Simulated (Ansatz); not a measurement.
## As, pressure series

The reference is As (space group Cmce, No. 64; a = 3.6558 Å, b = 11.1273 Å, c = 4.6275 Å; layered, stacked along the Cartesian y axis).

Cell and atoms are relaxed at each pressure.

Method: r2SCAN+rVV10 (Ansatz, a program for electronic structure; PAW; 500 eV plane waves; no SOC).

Notes on the quantities. enthalpy: H = E + PV relative to the base's energy.

| case | band gap | volume per atom | enthalpy |
|---|---|---|---|
| base | zero | 23.53 Å³ | – |
| pressure −2 GPa | 0.41 eV | 27.15 Å³ | -0.31 eV/atom |
| pressure −1 GPa | (withheld) | (withheld) | -0.15 eV/atom |
| pressure 0.3 GPa | zero | 23.28 Å³ | +0.04 eV/atom |
| pressure 0.7 GPa | zero | 22.96 Å³ | +0.10 eV/atom |
| pressure 1.5 GPa | zero | 22.41 Å³ | +0.21 eV/atom |
| pressure 3 GPa | zero | 21.56 Å³ | +0.42 eV/atom |
| pressure 5 GPa | zero | 20.64 Å³ | +0.68 eV/atom |
| pressure 7.5 GPa | zero | 19.78 Å³ | +1.00 eV/atom |
| pressure 10 GPa | zero | 19.08 Å³ | +1.30 eV/atom |

Fill in the withheld entries from the trend.


- pressure −1 GPa, band gap: 0.16 eV
- pressure −1 GPa, volume per atom: 24.61 Å³

The mesh was chosen for an insulator and is coarse for the gapless case. Load acts through the strain it causes; cell and atoms are relaxed under it. Stability against distortions was not tested. No other phases were tried under pressure. Gaps under 0.05 eV, about the width of the smearing, are given as zero. This is not the structure that As has at room temperature and ambient pressure. The zero or small gap of As can change with the level of theory.
